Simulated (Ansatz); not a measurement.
The starting structures come from a database of crystals and need not be the phases stable at ambient conditions.

 Where the default PAW files enter, the runs use the earlier of Ansatz's two default sets.

Inside the gap of an insulator the Bloch states are evanescent, with a wavenumber k + iκ along the transport direction.

```xyz
6
Lattice="5.4822 0.0000 0.0000 0.0000 6.8426 0.0000 2.7411 0.0000 2.7411" Properties=species:S:1:pos:R:3 pbc="T T T"
Ca     1.3705     5.5071     1.3705
Ca     4.1116     1.3355     1.3705
Cl     4.1116     4.4142     1.3705
Cl     1.3705     2.4284     1.3705
F      2.7411     0.0000     0.0000
F      0.0000     0.0000     0.0000
```

Space group of this cell: P4/nmm. The cell is taken as given.

Transport runs along the normal of the first two printed cell vectors, the (110) plane of the conventional cell.

The gap is the functional's own, uncorrected, and κ follows it; spin-orbit coupling is left out. Mid-gap values are interpolated between the computed energies.

**Question.** State the band gap and the smallest decay constant κ at mid-gap according to Ansatz (a program for electronic structure) with r2SCAN.

**Answer.** Gap 6.28 eV on a 12×6×12 mesh; κ = 0.440 1/Å, at the zone centre.
